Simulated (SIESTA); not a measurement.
Input and output of a self-consistent single point for CuGe₃ (P1, 8 atoms in the cell) (SIESTA).

Method: GGA PBEsol, numerical atomic orbitals DZP, PseudoDojo PBEsol standard norm-conserving potentials (rewritten from UPF to PSML) run with SIESTA.

The change in words: atoms moved at random. Reference geometry:
```
CELL_PARAMETERS angstrom
      4.34544     0.00000     0.00000
     -2.17272     3.76326     0.00000
      0.00000     0.00000     8.93492
ATOMIC_POSITIONS crystal
  Cu 0.66667 0.33333 0.75000
  Cu 0.33333 0.66667 0.25000
  Ge 0.66667 0.33333 0.07561
  Ge 0.33333 0.66667 0.92439
  Ge 0.33333 0.66667 0.57561
  Ge 0.66667 0.33333 0.42439
  Ge 0.00000 0.00000 0.75000
  Ge 0.00000 0.00000 0.25000
```

Reference input (self-consistent single point, DFT, GGA PBEsol, numerical atomic orbitals DZP, PseudoDojo PBEsol standard norm-conserving potentials (rewritten from UPF to PSML)): XC.functional = GGA; XC.authors = PBEsol; potentials = PseudoDojo PBEsol standard; PAO.BasisSize = DZP; PAO.EnergyShift = 0.01 Ry; MeshCutoff = 350 Ry; kgrid.MonkhorstPack = 5 5 3; OccupationFunction = FD; ElectronicTemperature = 1160.45 K; MaxSCFIterations = 150; SCF.Mixer.Method = Broyden; SCF.Mixer.Weight = 0.25. This run's input differs from it in these lines:

```diff
@@ -18,10 +18,10 @@
 %block AtomicCoordinatesAndAtomicSpecies
-     2.172722173    1.254419079    6.701190000  1
-    -0.000002173    2.508841921    2.233730000  1
-     2.172722173    1.254419079    0.675569301  2
-    -0.000002173    2.508841921    8.259350699  2
-    -0.000002173    2.508841921    5.143029301  2
-     2.172722173    1.254419079    3.791890699  2
-     0.000000000    0.000000000    6.701190000  2
-     0.000000000    0.000000000    2.233730000  2
+     2.145721781    1.286086920    6.777494217  1
+     0.016629999    2.519390342    2.203217248  1
+     2.156843935    1.207852487    0.630555174  2
+    -0.025270906    2.562280227    8.269518638  2
+     0.077409668    2.512797108    5.208182738  2
+     2.170456026    1.240453617    3.833697189  2
+    -0.036227933    0.021548432    6.634160230  2
+     0.012601776   -0.060626135    2.182845631  2
 %endblock AtomicCoordinatesAndAtomicSpecies
```

Output, abridged:

```
        iscf     Eharris(eV)        E_KS(eV)     FreeEng(eV)     dDmax    Ef(eV) dHmax(eV)
   scf:    1   -22384.224042   -24050.797196   -24051.036948  1.463997  0.994870141.950806
   scf:    2   -24252.846752   -24767.712645   -24767.796795  1.016976 -3.067238 62.810182
   scf:    3   -24866.597638   -24822.241260   -24822.357206  0.680048 -3.087177 39.774060
   scf:    4   -24847.163855   -24835.380663   -24835.485942  0.151309 -3.127259 32.710918
   scf:    5   -24873.029868   -24856.518557   -24856.621512  0.376488 -3.174400 15.268307
   [... 9 lines left out ...]
   scf:   15   -24863.894690   -24863.894629   -24864.008429  0.000526 -3.180537  0.005906
   scf:   16   -24863.894654   -24863.894645   -24864.008416  0.000219 -3.180778  0.020043
   scf:   17   -24863.894566   -24863.894613   -24864.008431  0.000253 -3.180522  0.002422
   scf:   18   -24863.894617   -24863.894615   -24864.008431  0.000049 -3.180595  0.000478
SCF Convergence by DM+H criterion
max |DM_out - DM_in|         :     0.0000493456
max |H_out - H_in|      (eV) :     0.0004783612
SCF cycle converged after 18 iterations

Using DM_out to compute the final energy and forces

siesta: E_KS(eV) =           -24863.8946

siesta: E_KS - E_eggbox =    -24863.8946

siesta: Atomic forces (eV/Ang):
     1   -0.036365   -0.003570    0.148816
     2   -0.024057   -0.274470    0.060338
     3   -0.004127    0.238436    0.063939
     4   -0.026435   -0.266504   -0.050088
     5   -0.226952   -0.030369   -0.335780
     6    0.160553   -0.023351   -0.167911
     7    0.173109    0.049764    0.123884
     8   -0.014879    0.314514    0.159917
   Tot    0.000847    0.004450    0.003115
   Max    0.335780
   Res    0.162073    sqrt( Sum f_i^2 / 3N )
   Max    0.335780    constrained

   [... lines left out ...]
siesta: FreeEng =    -24864.008431
siesta: Cell volume =        146.112969 Ang**3
siesta:         -15.58793392        -10.28342474  kBar
   [... lines left out ...]

              0.100   0.158

mulliken: Qtot =      122.000

Mulliken Atomic Populations:
Atom #   charge [q] valence [e]  Species
     1     0.429633   18.570367  Cu
     2     0.457429   18.542571  Cu
     3    -0.062627   14.062627  Ge
     4    -0.124015   14.124015  Ge
     5    -0.017258   14.017258  Ge
     6    -0.100634   14.100634  Ge
     7    -0.286188   14.286188  Ge
     8    -0.296340   14.296340  Ge
 Total     0.000000
```

The run converged in 18 iterations. Against the reference run the free energy rises by 6.3 meV/atom, the pressure moves little (-1.63 to -1.56 GPa) and the largest force goes from 0.058 to 0.406 eV/Å.

The starting cell comes from a database of computed structures (which also holds hypothetical and non-ambient phases and stackings), without a prior relaxation at this level. For this run, on top of that: atoms moved at random. Spin polarisation is off. Values carry the incompleteness of an atom-centred basis.

Cost on one core of a shared machine: roughly 70 s.
